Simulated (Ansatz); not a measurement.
Input:

```xyz
2
Lattice="0.0000 2.2629 2.3307 2.2629 0.0000 2.3307 2.2629 2.2629 0.0000" Properties=species:S:1:pos:R:3 pbc="T T T"
Hf     0.0000     0.0000     0.0000
N      2.2629     2.2629     2.3307
```

No spin polarisation.

The values are results of r2SCAN, PAW, 500 eV (Ansatz, an electronic-structure program; scalar-relativistic without spin-orbit coupling), not measurements. k-mesh 22×22×22 (Γ-centred); smearing 0.1 eV (Fermi–Dirac).

Question: Predict the space group, band gap and pressure.

Answer: The space group is I4/mmm (No. 139), the band gap comes out as zero and the pressure (mean of the normal stresses, compression positive) is -7.3 GPa.

The cells carry an imposed strain or load. No phonon test of stability was made. The final runs are not spin-polarised. The cell was made from HfN in the rock salt structure (space group Fm-3m, No. 225) by this change: uniaxial strain ε_zz = +3.00 %.
